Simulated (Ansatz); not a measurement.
A periodic model of amorphous Ti20O42Zr:

```yaml
crystal:
  lattice:
    - [9.28130, -0.12828, 0.08508]
    - [-0.12828, 9.49059, 0.24157]
    - [0.08508, 0.24157, 9.19270]
  atoms:
    - { symbol: Ti, position: [0.72780, 0.26273, 0.51680] }
    - { symbol: Ti, position: [0.95585, 0.87865, 0.82881] }
    - { symbol: Ti, position: [0.00869, 0.13258, 0.52497] }
    - { symbol: Ti, position: [0.15356, 0.25776, 0.17189] }
    - { symbol: Ti, position: [0.61122, 0.59777, 0.29986] }
    - { symbol: Ti, position: [0.24282, 0.98545, 0.33982] }
    - { symbol: Ti, position: [0.78984, 0.61290, 0.95263] }
    - { symbol: Ti, position: [0.95669, 0.00492, 0.14165] }
    - { symbol: Ti, position: [0.84755, 0.40000, 0.18710] }
    - { symbol: Ti, position: [0.23900, 0.81078, 0.05110] }
    - { symbol: Ti, position: [0.07121, 0.66225, 0.29472] }
    - { symbol: Ti, position: [0.56162, 0.94850, 0.16117] }
    - { symbol: Ti, position: [0.31130, 0.56231, 0.58691] }
    - { symbol: Ti, position: [0.49726, 0.41746, 0.04558] }
    - { symbol: Ti, position: [0.54206, 0.14820, 0.83201] }
    - { symbol: Ti, position: [0.38405, 0.32324, 0.40395] }
    - { symbol: Ti, position: [0.23588, 0.27947, 0.77912] }
    - { symbol: Ti, position: [0.59711, 0.75592, 0.75704] }
    - { symbol: Ti, position: [0.32923, 0.91807, 0.71674] }
    - { symbol: Ti, position: [0.09111, 0.51947, 0.92723] }
    - { symbol: O, position: [0.19587, 0.20180, 0.38675] }
    - { symbol: O, position: [0.53329, 0.94655, 0.74937] }
    - { symbol: O, position: [0.73774, 0.42919, 0.35921] }
    - { symbol: O, position: [0.69659, 0.74657, 0.59682] }
    - { symbol: O, position: [0.49825, 0.58270, 0.14986] }
    - { symbol: O, position: [0.59836, 0.08065, 0.00737] }
    - { symbol: O, position: [0.53881, 0.23210, 0.43673] }
    - { symbol: O, position: [0.39414, 0.71751, 0.68934] }
    - { symbol: O, position: [0.17789, 0.07099, 0.13790] }
    - { symbol: O, position: [0.23937, 0.80485, 0.27145] }
    - { symbol: O, position: [0.01786, 0.98761, 0.36777] }
    - { symbol: O, position: [0.02894, 0.81655, 0.12380] }
    - { symbol: O, position: [0.18635, 0.49447, 0.75679] }
    - { symbol: O, position: [0.94515, 0.93102, 0.64159] }
    - { symbol: O, position: [0.78106, 0.60859, 0.15010] }
    - { symbol: O, position: [0.34602, 0.10993, 0.77549] }
    - { symbol: O, position: [0.18126, 0.87640, 0.85644] }
    - { symbol: O, position: [0.78333, 0.08374, 0.49124] }
    - { symbol: O, position: [0.31634, 0.35477, 0.59684] }
    - { symbol: O, position: [0.66012, 0.34823, 0.09853] }
    - { symbol: O, position: [0.67322, 0.24477, 0.70850] }
    - { symbol: O, position: [0.43291, 0.85027, 0.04602] }
    - { symbol: O, position: [0.97785, 0.67251, 0.85799] }
    - { symbol: O, position: [0.45703, 0.51770, 0.43515] }
    - { symbol: O, position: [0.93702, 0.02785, 0.94623] }
    - { symbol: O, position: [0.91746, 0.70437, 0.39371] }
    - { symbol: O, position: [0.61167, 0.57500, 0.87316] }
    - { symbol: O, position: [0.22511, 0.62478, 0.02814] }
    - { symbol: O, position: [0.75761, 0.80794, 0.88164] }
    - { symbol: O, position: [0.43431, 0.02579, 0.27829] }
    - { symbol: O, position: [0.92998, 0.30118, 0.50916] }
    - { symbol: O, position: [0.04199, 0.48192, 0.21993] }
    - { symbol: O, position: [0.89847, 0.44346, 0.97238] }
    - { symbol: O, position: [0.94821, 0.22405, 0.18704] }
    - { symbol: O, position: [0.77415, 0.96781, 0.21688] }
    - { symbol: O, position: [0.43845, 0.31652, 0.88547] }
    - { symbol: O, position: [0.35238, 0.34129, 0.19378] }
    - { symbol: O, position: [0.09492, 0.17878, 0.69846] }
    - { symbol: O, position: [0.15747, 0.32306, 0.97310] }
    - { symbol: O, position: [0.26291, 0.95054, 0.53831] }
    - { symbol: O, position: [0.61365, 0.78704, 0.32421] }
    - { symbol: O, position: [0.17774, 0.60741, 0.46493] }
    - { symbol: Zr, position: [0.80519, 0.87522, 0.43846] }
```

Methods: PBE, scalar-relativistic without spin-orbit coupling (Ansatz, an electronic-structure program); r2SCAN, scalar-relativistic without spin-orbit coupling (Ansatz); HSE06, scalar-relativistic without spin-orbit coupling (Ansatz). Neutral PBE cell, which sets geometry, pressure and energy: sampling: a 2×2×2 Γ-centred mesh; Fermi-Dirac width 0.02 eV; no spin polarisation. Exact exchange is cut at the faces of this 9 Å cell, which leaves hybrid gaps a finite-size error.

It comes from a melt-quench run on a machine-learned potential (CHGNet), relaxed afterwards by DFT. O atoms were pushed apart under 1.9 Å during the dynamics, to hinder bonds among them. The hot cell started wider than the set density and was brought back towards it in steps. It is the lowest in DFT energy of 2 quenches. It is a model cell: composition and starting density were chosen by hand, and all elements were melted together. No dispersion term was used. Its density started from a set value of 3.69 and ended at 3.53 g/cm³. The simulated quench (nominally 360 K/ps over its main leg) is rapid and tends to freeze in more defects than a deposited or slowly cooled glass has. A cell of this size samples the disorder only roughly. Volume and shape were free in the relaxation.

Give the pressure, the energy against reference phases and the spacing of the highest filled and lowest empty levels.


- Pressure on a 2×2×2 Γ-centred mesh = 0.02 GPa
- Largest force and stress component on that mesh (the relaxation ran on the zone centre alone) = 0.10 eV/Å and 0.1 GPa
- Energy relative to anatase TiO2 + monoclinic ZrO2 (lowest mix at this level among the phases computed, not always the ambient ones) = 0.124 eV/atom
- Level gap on a 2×2×2 Γ-centred mesh (PBE) = 2.76 eV
- Level gap at the zone centre (PBE) = 2.79 eV
- Level gap at the zone centre (r2SCAN) = 3.15 eV
- Level gap at the zone centre (HSE06) = 4.33 eV
- Distance between the nearest levels spread over more than a fifth of the atoms or a third of the atoms of their main element (six at least) (PBE, zone centre) = 2.95 eV

At PBE and the zone centre, how localised are the states just below and above the Fermi level (participation number: the atoms over which a state spreads)?

The highest filled state is spread over 10.7 atoms' worth, largest on O32, with weights by element (charge in smoothed Voronoi cells) O 0.93, Ti 0.07, Zr 0.00. The lowest empty state is spread over 16.4 atoms' worth, largest on Ti4, with weights by element (charge in smoothed Voronoi cells) Ti 0.80, O 0.19, Zr 0.01.

At PBE the levels at the filled edge of the gap are localised (band-tail or defect states).

Cut-offs for bonds: Ti-Ti 3.12 Å, Ti-O 2.50 Å, Ti-Zr 3.27 Å, O-O 1.58 Å, O-Zr 2.65 Å, Zr-Zr 3.41 Å. Two cations that share two anions don't count as bonded, nor two that share one unless they lie closer than Ti-Ti 3.04 Å, Ti-Zr 3.18 Å, Zr-Zr 3.32 Å.

Added carriers, by Ansatz with PBE, scalar-relativistic without spin-orbit coupling on the zone centre alone. Charged cells keep the cell fixed and stand in a uniform background, with no image correction, at a width of 0.01 eV; where the count is odd the moment is locked at 1 μB, unless the neutral cell bore moments. Each starts from the undistorted neutral geometry alone. PBE's self-interaction favours spread-out carriers, so it can miss traps that a hybrid finds.

What happens at PBE when the cell takes an extra electron and the atoms relax?

Relaxation lowers the charged cell by 0.07 eV. The largest moves are O38 0.06 Å, Ti3 0.06 Å, Ti6 0.04 Å, O57 0.04 Å. The level that holds the added charge spreads over 14.1 atoms' worth, most on Ti6 (weight 0.16): a partly localised carrier. No bond crosses its cut-off with a change of over 0.15 Å (metal-metal contacts aside). Made neutral again at that geometry, the cell lies +0.11 eV from the neutral start.

What happens at PBE when the cell takes a hole and the atoms relax?

Relaxation lowers the charged cell by 0.45 eV. The largest moves are Ti8 0.21 Å, O32 0.17 Å, Ti10 0.17 Å, Ti4 0.17 Å. The level that was emptied spreads over 3.2 atoms' worth, most on O32 (weight 0.44): a localised (trapped) carrier, which neighbours of that atom can share. No bond crosses its cut-off with a change of over 0.15 Å (metal-metal contacts aside). Made neutral again at that geometry, the cell lies +1.08 eV from the neutral start.
